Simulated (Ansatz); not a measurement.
System: hcp Gd. Method: PBE-D4 (Ansatz, a program for electronic structure, plane waves, PAW).

Numerical settings: plane-wave cutoff 520 eV, 18×18×10 k mesh (along the axes of the cell as run), Fermi–Dirac smearing 0.05 eV, spin-polarised with parallel moments, scalar-relativistic PAW data made under PBE.

Cell (relaxed at this level):

```
Gd
1.0
    1.80049    -3.11855     0.00000
    1.80049     3.11855     0.00000
    0.00000     0.00000     5.75863
Gd
2
Direct
  0.33333   0.66667   0.25000
  0.66667   0.33333   0.75000
```
Starting moments (μB, in the order of the record's atoms Gd Gd): 7.0 7.0.

Question: Predict the bulk modulus B0, magnetic moment per atom (the cell's total over its atoms) and pressure derivative B′ of the bulk modulus.

Answer: 
- bulk modulus B0 = 35.1 GPa
- magnetic moment per atom (the cell's total over its atoms) = 7.65 μB
- pressure derivative B′ of the bulk modulus = 2.9

The run finds no gap.

Measured, for comparison: bulk modulus 37.9 GPa (room temperature, not corrected to a static lattice; as tabulated in Wikipedia's data pages). Computed (rounded) less measured: bulk modulus -7 %.

Note: the 4f shell is treated without U or exact exchange, so its levels and filling can be wrong; the collinear magnetic order is the start's and need not be the measured one; the bulk modulus comes from volumes at which shape and atoms were relaxed.

Moments are spin moments.

Spin–orbit coupling is not included.

Computed values are for the static lattice.

Computing time: around 15 core-minutes (rough).
